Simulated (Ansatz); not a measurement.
## Relaxation of the atoms of MnSi (P-6m2, 2 atoms in the cell) at several settings

```xyz
2
Lattice="3.2595 0.0000 0.0000 -1.6297 2.8228 0.0000 0.0000 0.0000 3.1811" Properties=species:S:1:pos:R:3 pbc="T T T"
Mn     0.0000     0.0000     0.0000
Si     1.6297     0.9409     1.5905
```
Moments meant for the start (each program seeds them in its own way; μB, in the order of the atoms Mn Si): 4.0 0.0.

Base: PBE (Ansatz, a first-principles code). Its settings: kpoints.mp_grid.grid = 6 6 5; hamiltonian.xc = pbe; hamiltonian.pseudopotentials = {kind: paw} (the program's default PAW files); magnetization.spin_polarized = true; scf.occupations.method = cold; scf.occupations.width = 0.272 eV. Starting volume 14.63 Å³ per atom.

Each line gives the change from the base single point and the result:

- atoms moved at random; relax: default → atoms; relax.f_tol: default → 0.1 eV/Å: pressure -22.66 GPa; largest force (vector length) 0.001 eV/Å; relaxation steps 3; free energy against the base single point 0.0 meV/atom.
- atoms moved at random; scf.convergence.dr2_threshold: default (1e-07 eV) → 0.001 eV; relax: default → atoms; relax.f_tol: default → 0.03 eV/Å: pressure -22.60 GPa; relaxation steps 3; free energy against the base single point 0.0 meV/atom.

The starting cell was generated: these elements placed on a structure prototype, without a prior relaxation; it need not be a known phase or ordering of this composition. Its lattice was rescaled by a random factor within 2.5 % of one. The moments shrank to a small part of their start, a low-spin state that need not be the lowest. Ansatz's pressure includes its estimate of the finite-basis (Pulay) stress. Without a gap this mesh is coarse (it stands for a supercell whose shortest vector is 16 Å).

Left out of this page: 1 run of the series outside the window shown, repeating another row's setting, or not comparable.

Keys are those of Ansatz 0.2.
